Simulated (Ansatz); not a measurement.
Electronic density of states of amorphous silicon oxide (Si24O47), density 2.20 g/cm³, on a 2×2×2 Γ-centred mesh with a Gaussian width of 0.1 eV; energies count from the Fermi level, whose place inside the gap is arbitrary. Cell and mesh are small, so fine structure isn't converged. Level of theory: PBE, scalar-relativistic without spin-orbit coupling (plane waves to 420 eV, PAW; Ansatz, a quantum-chemistry and plane-wave program). Sampling: a 2×2×2 Γ-centred mesh; Fermi-Dirac width 0.02 eV; no spin polarisation. The usual formal charges leave 2 electrons over, so the level spacing at the Fermi energy parts defect or band states and needn't be the band gap. At PBE the levels at the filled edge of the gap are localised (band-tail or defect states).

The cell was made by melting and quenching with the CHGNet potential and then relaxed with DFT. O atoms were pushed apart under 1.9 Å during the dynamics, to hinder bonds among them. The hot cell started wider than the set density and was brought back towards it in steps. It is the lowest in DFT energy of 2 quenches. It is a model cell: composition and starting density were chosen by hand, and all elements were melted together. No dispersion term was used. Its density started from a set value of 2.32 and ended at 2.20 g/cm³. Cooling (nominally 730 K/ps over its main leg) ran many orders faster than in experiment, which tends to leave more defects and strain. One small periodic cell is one sample of the glass; other quenches scatter about these values. Volume and shape were free in the relaxation. On a 2×2×2 Γ-centred mesh force components of up to 0.26 eV/Å stay, since the relaxation ran on the zone centre alone.

```tsv
E - EF (eV)	states/(eV atom)
-12.00	0.23
-11.90	0.20
-11.80	0.18
-11.70	0.14
-11.60	0.16
-11.50	0.21
-11.40	0.22
-11.30	0.21
-11.20	0.18
-11.10	0.13
-11.00	0.15
-10.90	0.16
-10.80	0.19
-10.70	0.20
-10.60	0.19
-10.50	0.25
-10.40	0.27
-10.30	0.28
-10.20	0.32
-10.10	0.35
-10.00	0.41
-9.90	0.49
-9.80	0.49
-9.70	0.51
-9.60	0.57
-9.50	0.61
-9.40	0.57
-9.30	0.49
-9.20	0.48
-9.10	0.44
-9.00	0.39
-8.90	0.34
-8.80	0.36
-8.70	0.31
-8.60	0.22
-8.50	0.15
-8.40	0.26
-8.30	0.37
-8.20	0.35
-8.10	0.30
-8.00	0.34
-7.90	0.38
-7.80	0.27
-7.70	0.39
-7.60	0.35
-7.50	0.31
-7.40	0.46
-7.30	0.54
-7.20	0.50
-7.10	0.63
-7.00	0.76
-6.90	0.71
-6.80	0.68
-6.70	0.74
-6.60	0.74
-6.50	0.72
-6.40	0.81
-6.30	0.91
-6.20	0.89
-6.10	0.87
-6.00	0.86
-5.90	0.84
-5.80	0.83
-5.70	0.79
-5.60	0.78
-5.50	0.81
-5.40	0.87
-5.30	0.84
-5.20	0.78
-5.10	0.79
-5.00	0.81
-4.90	0.71
-4.80	0.61
-4.70	0.37
-4.60	0.28
-4.50	0.28
-4.40	0.42
-4.30	0.27
-4.20	0.13
-4.10	0.17
-4.00	0.18
-3.90	0.22
-3.80	0.15
-3.70	0.03
-3.60	0.00
-3.50	0.00
-3.40	0.00
-3.30	0.00
-3.20	0.00
-3.10	0.00
-3.00	0.00
-2.90	0.00
-2.80	0.00
-2.70	0.00
-2.60	0.00
-2.50	0.00
-2.40	0.00
-2.30	0.00
-2.20	0.00
-2.10	0.00
-2.00	0.00
-1.90	0.00
-1.80	0.00
-1.70	0.00
-1.60	0.00
-1.50	0.00
-1.40	0.00
-1.30	0.00
-1.20	0.00
-1.10	0.00
-1.00	0.00
-0.90	0.01
-0.80	0.08
-0.70	0.14
-0.60	0.05
-0.50	0.00
-0.40	0.00
-0.30	0.00
-0.20	0.00
-0.10	0.00
0.00	0.00
0.10	0.00
0.20	0.00
0.30	0.00
0.40	0.00
0.50	0.00
0.60	0.01
0.70	0.02
0.80	0.03
0.90	0.06
1.00	0.06
1.10	0.06
1.20	0.03
1.30	0.01
1.40	0.01
1.50	0.03
1.60	0.05
1.70	0.05
1.80	0.05
1.90	0.08
2.00	0.09
2.10	0.07
2.20	0.11
2.30	0.10
2.40	0.10
2.50	0.13
2.60	0.14
2.70	0.12
2.80	0.19
2.90	0.25
3.00	0.22
3.10	0.23
3.20	0.30
3.30	0.30
3.40	0.26
3.50	0.32
3.60	0.37
3.70	0.31
3.80	0.31
3.90	0.34
4.00	0.39
4.10	0.47
4.20	0.49
4.30	0.50
4.40	0.51
4.50	0.48
```

The level spacing at the Fermi energy on this mesh is 1.37 eV; the broadening fills part of it in the curve.
